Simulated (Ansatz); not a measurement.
A relaxation of the atoms of LaTl3 (P4mm, 4 atoms in the cell) with Ansatz (a first-principles code).

Computed with LDA (PW92), default PAW files made with PBE (plane waves; Ansatz).

The change in words: one atom moved by 0.15 angstrom; relax: default → atoms; relax.f_tol: default → 0.02 eV/Å. Reference geometry:
```xyz
4
Lattice="4.8376 0.0000 0.0000 0.0000 4.8376 0.0000 0.0000 0.0000 4.8376" Properties=species:S:1:pos:R:3 pbc="T T T"
La     0.0000     0.0000     0.0000
Tl     0.0000     2.4188     2.4188
Tl     2.4188     0.0000     2.4188
Tl     2.4188     2.4188     0.0000
```

Reference input (self-consistent single point, DFT, LDA (PW92), plane waves, default PAW files made with PBE): basis.ecutwfc = 420 eV; kpoints.mp_grid.grid = 7 7 7; hamiltonian.xc = lda; hamiltonian.pseudopotentials = {kind: paw} (the program's default PAW files); scf.occupations.method = fermi_dirac; scf.occupations.width = 0.1 eV. This run's input differs from it in these lines:

```diff
@@ -6,3 +6,3 @@
   atoms:
-    - { symbol: La, position: [0.00000000, 0.00000000, 0.00000000] }
+    - { symbol: La, position: [0.00000000, 0.00000000, 0.03100700] }
     - { symbol: Tl, position: [0.00000000, 0.50000000, 0.50000000] }
@@ -19,2 +19,4 @@
   occupations: { method: fermi_dirac, width: 0.1 }
+relax:
+  f_tol: 0.02
 output:
```

Log, with long lists cut:

```
   [... SCF lines of the steps left out ...]
relax step   1: F+E_penalty+E_count = -39517.57498082 eV  Δ(F+E_penalty+E_count) = +0.000e0 eV  max|allowed force component| = 5.701e-1 eV/Å  Δτ_max = 0.0000 Å  (6 SCF iters, dr2 threshold 1.00e-5 eV, accepted)
relax step   2: F+E_penalty+E_count = -39517.61337437 eV  Δ(F+E_penalty+E_count) = -3.839e-2 eV  max|allowed force component| = 1.581e-1 eV/Å  Δτ_max = 0.1335 Å  (5 SCF iters, dr2 threshold 2.03e-5 eV, accepted)
relax step   3: F+E_penalty+E_count = -39517.61755710 eV  Δ(F+E_penalty+E_count) = -4.183e-3 eV  max|allowed force component| = 1.699e-3 eV/Å  Δτ_max = 0.0210 Å  (4 SCF iters, dr2 threshold 1.56e-6 eV, accepted)
relax step   4: F+E_penalty+E_count = -39517.61755740 eV  Δ(F+E_penalty+E_count) = -3.020e-7 eV  max|allowed force component| = 1.391e-3 eV/Å  Δτ_max = 0.0000 Å  (3 SCF iters, accepted)
the relaxation is at rest under the 8 symmetry operations that the run kept from its start: a minimum is not shown …
Stability not checked: this state was not tested for a lower state beside it, because too few of the mixer's solves of this state at the end of the SCF gave a …
Free energy (F): -39517.617557 eV
Internal energy: -39517.536270 eV  (E = F + TS)
E sigma→0 (E₀):  -39517.576914 eV
Entropy (-TS):   -0.081287 eV (-20.322 meV/atom)
Fermi energy:    11.301980 eV
--- Forces (eV/Å), atoms counted from 1 ---
  atom   1  La     0.00000000     0.00000000     0.00123970
   [... lines left out ...]
  F+E_penalty+E_count = -39517.61755740 eV   max|allowed force component| = 1.391e-3 eV/Å
  atoms:
    - { symbol: La, position: [-1.8412788892062778e-34, 0.0, 0.007758240769498471] }
    - { symbol: Tl, position: [5.474072373315961e-35, 0.5, 0.507807363377314] }
    - { symbol: Tl, position: [0.5, 0.0, 0.507807363377314] }
    - { symbol: Tl, position: [0.5, 0.5, 0.00763403247587342] }
```

The run converged.  The full log also holds: “iter 5 did not close the SCF: its close was put off for the readings that it lacked (scf_convergence_deferred on its scf_iter line)”.

Summary of the result:
| Item | Result |
|---|---|
| Free energy E − TS (on the zero of these files) | -39517.6176 eV |
| Fermi level (on the code's own zero) | 11.30 eV |
| Pressure | -3.15 GPa |
| Largest force (vector length) | 0.001 eV/Å |
| Relaxation steps | 4 |

The starting cell comes from a database of computed structures (which also holds hypothetical and non-ambient phases and stackings), without a prior relaxation at this level. Its lattice was rescaled by up to half a per cent. For this run, on top of that: one atom moved by 0.15 angstrom. The relaxation keeps the symmetry of its start, so its end need not be a minimum. Ansatz's pressure includes its estimate of the finite-basis (Pulay) stress.

Cost on one core of a shared machine: roughly 40 s.

Keys are those of Ansatz 0.2.
